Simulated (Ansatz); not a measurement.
## Several settings converged on a (001) slab of Zr2Au (cut from a parent of space group no. 139; 6 atoms in the cell)

```yaml
crystal:
  lattice:
    - [3.31026, 0.00000, 0.00000]
    - [0.00000, 3.31026, 0.00000]
    - [0.00000, 0.00000, 23.57551]
  atoms:
    - { symbol: Zr, position: [0.50000, 0.50000, 0.70308] }
    - { symbol: Zr, position: [0.00000, 0.00000, 0.29692] }
    - { symbol: Au, position: [0.00000, 0.00000, 0.62392] }
    - { symbol: Zr, position: [0.00000, 0.00000, 0.45524] }
    - { symbol: Zr, position: [0.50000, 0.50000, 0.54476] }
    - { symbol: Au, position: [0.50000, 0.50000, 0.37608] }
```

Base method: PBEsol, default PAW files made with PBE (plane waves; Ansatz, a quantum-chemistry and plane-wave program).

Base settings: basis.ecutwfc = 420 eV; kpoints.mp_grid.grid = 9 9 1; hamiltonian.xc = pbesol; hamiltonian.pseudopotentials = {kind: paw} (the program's default PAW files); scf.occupations.method = fermi_dirac; scf.occupations.width = 0.1 eV.

The count of work is k-points × plane waves × bands × iterations; it is no time. Core times come from one kind of shared machine, to one figure; runs under 30 s give none.

**The vacuum**

The mesh stays at the base's, so the ladder's end is converged at best in this setting alone.

Only quantities that move along the ladder and can be compared are tabulated.

```tsv
vacuum between outermost atoms (Å)	free energy less the last step's (meV/atom)	largest difference of a force vector from the last step's (eV/Å)	count of work / last
3.0	-377.36	1.583	0.28
4.0	-170.36	0.851	0.30
5.0	-58.05	0.360	0.37
6.0	-13.82	0.116	0.39
7.0	-1.91	0.025	0.47
8.0	-0.07	0.005	0.44
10.0	0.04	0.000	0.49
12.0	0.01	0.000	0.54
14.0	0.00	0.000	0.60
17.0	0.00	0.000	0.67
20.0	0.00	0.000	0.75
25.0	0.00	0.000	0.87
30.0	0.00	0.000	1.0
```

Smallest vacuum between outermost atoms (Å) that holds the forces within 0.02 eV/Å of the last step, with all finer ones: 8.0, at 0.44 of the last step's count of work; the step before is off by 0.025 eV/Å.

Smallest vacuum between outermost atoms (Å) that holds the free energy within 0.5 meV/atom of the last step, with all finer ones: 8.0, at 0.44 of the last step's count of work; the step before is off by 1.9 meV/atom.

**The k-point mesh**

Only quantities that move along the ladder and can be compared are tabulated.

| kpoints.mp_grid.grid | free energy less the last step's (meV/atom) | largest difference of a force vector from the last step's (eV/Å) | count of work / last | core time / last (rough) |
|---|---|---|---|---|
| 2 2 1 | -127.06 | 1.076 | 0.036 | – |
| 3 3 1 | 17.58 | 0.207 | 0.029 | – |
| 4 4 1 | -22.48 | 0.121 | 0.057 | – |
| 5 5 1 | -3.11 | 0.051 | 0.057 | – |
| 6 6 1 | 1.56 | 0.060 | 0.095 | – |
| 7 7 1 | 0.63 | 0.014 | 0.095 | – |
| 9 9 1 | -0.01 | 0.006 | 0.14 | – |
| 10 10 1 | -0.09 | 0.004 | 0.20 | – |
| 12 12 1 | 0.07 | 0.004 | 0.27 | – |
| 14 14 1 | 0.03 | 0.002 | 0.34 | – |
| 16 16 1 | -0.03 | 0.000 | 0.43 | 0.4 |
| 19 19 1 | 0.00 | 0.000 | 0.52 | 0.5 |
| 22 22 1 | -0.01 | 0.000 | 0.74 | 0.7 |
| 26 26 1 | 0.00 | 0.000 | 1.0 | 1 |

Coarsest kpoints.mp_grid.grid that holds the forces within 0.01 eV/Å of the last step, with all finer ones: 9 9 1, at 0.14 of the last step's count of work; the step before is off by 0.014 eV/Å.

Coarsest kpoints.mp_grid.grid that holds the free energy within 5 meV/atom of the last step, with all finer ones: 5 5 1, at 0.057 of the last step's count of work; the step before is off by 22 meV/atom.

**The plane-wave cutoff**

The mesh stays at the base's, so the ladder's end is converged at best in this setting alone.

Only quantities that move along the ladder and can be compared are tabulated.

| basis.ecutwfc | free energy less the last step's (meV/atom) | largest difference of a force vector from the last step's (eV/Å) | count of work / last |
|---|---|---|---|
| 210 eV | 2737.68 | 0.506 | 0.15 |
| 250 eV | 544.55 | 0.051 | 0.18 |
| 295 eV | 73.05 | 0.013 | 0.21 |
| 355 eV | 3.09 | 0.004 | 0.27 |
| 420 eV | 0.72 | 0.001 | 0.36 |
| 505 eV | 0.19 | 0.000 | 0.46 |
| 630 eV | 0.07 | 0.000 | 0.65 |
| 840 eV | 0.00 | 0.000 | 1.0 |

Coarsest basis.ecutwfc that holds the forces within 0.005 eV/Å of the last step, with all finer ones: 355 eV, at 0.27 of the last step's count of work; the step before is off by 0.013 eV/Å.

Coarsest basis.ecutwfc that holds the free energy within 5 meV/atom of the last step, with all finer ones: 355 eV, at 0.27 of the last step's count of work; the step before is off by 73 meV/atom.

On the base run: the starting cell comes from a database of computed structures (which also holds hypothetical and non-ambient phases and stackings), without a prior relaxation at this level. The slab is cut from that crystal, and its faces are unrelaxed. Its lattice was rescaled by up to half a per cent.

Keys are those of Ansatz 0.2.
